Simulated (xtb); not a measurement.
xtb 6.7.1, GFN2-xTB: Cr(O)(NH)(OH)(Me) ([CH3][Cr](=[NH])(=[O])[OH]), 10 atoms. The geometry is a generated start, not checked to be a minimum at this level.

```json
{
  "method": "GFN2-xTB",
  "--acc": "1 (default)",
  "--etemp (K)": "300 (default)",
  "detailed input (--input)": "none: ANC optimiser, Lindh (1995) Hessian, microcycle=20, maxdispl=1.0, hlow=0.01 (default)",
  "basis_functions": "31",
  "valence_electrons": "32"
}
```

```xyz
10

Cr     0.5719     0.3488    -0.5132
O      2.0367     0.0877    -0.0816
N      0.0345    -0.6991    -1.6413
H     -0.0715    -1.4033    -2.3621
O     -0.1952     1.8242    -0.4514
H     -0.5958     2.6940    -0.4443
C     -0.3228    -0.5940     1.1429
H     -0.2306    -1.6769     1.1165
H     -1.3830    -0.3450     1.1816
H      0.1558    -0.2364     2.0528
```

Charge 0 and multiplicity 1 are set for this test and not shown to be the ground state.

The structure is relaxed from this start with --opt LEVEL for the levels crude, sloppy, loose, lax, normal, tight, vtight, extreme, once each. Up to the end of the extreme run atoms move by at most 0.25 Å along an axis.

### Question
Which level is enough to come within 1 meV of the tightest end point?

### Answer
lax: 11 cycles against 18, ending 0.12 meV above.

```csv
level,cycles,energy above the extreme run (meV),gradient norm (eV/Å)
crude,1,8.9,0.15
sloppy,1,8.9,0.15
loose,1,8.9,0.15
lax,11,0.12,0.034
normal,12,0.065,0.026
tight,14,0.011,0.0086
vtight,17,under 0.01,0.0035
extreme,18,—,0.0020
```
